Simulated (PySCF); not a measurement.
PySCF 2.14.0, WB97X/def2-svpd, df: Si(H)(OH)(SiH3)2 (O[SiH]([SiH3])[SiH3]), 12 atoms. The geometry is a generated start, not checked to be a minimum at this level.

```yaml
task: energy
method: wb97x
basis: def2-svpd
two_electron_scheme: density fitting
mol.max_memory: 3000 MB
mf.max_cycle: 100
mf.conv_tol: 1e-09 (default)
mf.grids.level: 3 (default)
basis_functions: 159
grid_points: 150088
```

```xyz
12

Si     0.1672    -0.6502    -0.4139
O      0.0135    -2.0648     0.4059
Si     1.8377     0.6496     0.5364
Si    -1.8911     0.3983    -0.6005
H      0.5958    -1.2287    -1.6953
H     -0.2383    -2.1246     1.3214
H      1.5771     0.9267     1.9573
H      3.1932     0.0929     0.5013
H      1.9052     1.9540    -0.1292
H     -2.4556     0.7352     0.7164
H     -1.7569     1.6683    -1.3203
H     -2.9477    -0.3568    -1.2795
```

With the defaults (mf.diis = true, mf.level_shift = 0, mf.damp = 0, mf.diis_start_cycle = 1, mf.diis_space = 8, mf.DIIS = CDIIS, mf.init_guess = minao, mf.diis_damp = 0) it converges in 11 Fock builds. One run each on 2 threads, 1 BLAS thread, with these changes:
- mf.diis_space = 20
- mf.diis_damp = 0.3
- mf.init_guess = huckel
- mf.diis = false
- mf.level_shift = 0.1 Hartree
- mf.init_guess = 1e
- mf.diis = false, mf.damp = 0.7, mf.diis_start_cycle = 999
- mf.init_guess = atom
- mf.DIIS = EDIIS

Task: Which of these changes keep the SCF from converging, or lead it to another solution?

Result: No convergence: mf.diis = false (the run ends without SCF convergence in 100 cycles). The rest reach the solution of the defaults.

| setting | Fock builds | end |
|---|---|---|
| the defaults | 11 | same solution |
| mf.diis_space = 20 | 11 | same solution |
| mf.init_guess = atom | 11 | same solution |
| mf.level_shift = 0.1 Hartree | 12 | same solution |
| mf.init_guess = huckel | 12 | same solution |
| mf.diis_damp = 0.3 | 12 | same solution |
| mf.init_guess = 1e | 22 | same solution |
| mf.diis = false, mf.damp = 0.7, mf.diis_start_cycle = 999 | 39 | same solution |
| mf.DIIS = EDIIS | 58 | same solution |
| mf.diis = false | 101 | no convergence |
